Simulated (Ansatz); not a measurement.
Results of LDA in Ansatz (PAW) for AgNO3 (R3m, No. 160, 5 atoms in the cell; start mp-8196).

Run with plane-wave cutoff 500 eV, 10×10×10 k mesh, gaussian smearing 0.02 eV, no spin polarisation, scalar-relativistic PAW data made under PBE.

Cell (relaxed at this level):

Space group R3m, hexagonal axes (No. 160); a = b = 4.9491 Å, c = 7.8537 Å, α = β = 90.00°, γ = 120.00°

```json
[
 {"atom": "Ag", "site": "3a", "symmetry": "3m", "x": "0.0000", "y": "0.0000", "z": "0.9999"},
 {"atom": "N", "site": "3a", "symmetry": "3m", "x": "0.0000", "y": "0.0000", "z": "0.5733"},
 {"atom": "O", "site": "9b", "symmetry": ".m", "x": "0.1878", "y": "0.3755", "z": "0.2427"}
]
```
(The calculation used a cell of 5 atoms; values per cell refer to that cell.)

Q: What does this level give for the band gap?

A: 
- band gap = 1.22 eV (on the SCF k mesh)

Note: the relaxation could not lower the start's symmetry, so the cell can be a saddle point above a distorted one.

Spin–orbit coupling is not included.

The computed numbers hold no vibrational or temperature effects.

A start named mp-… is a Materials Project structure, which need not be a measured phase.

Ansatz is an electronic-structure program.
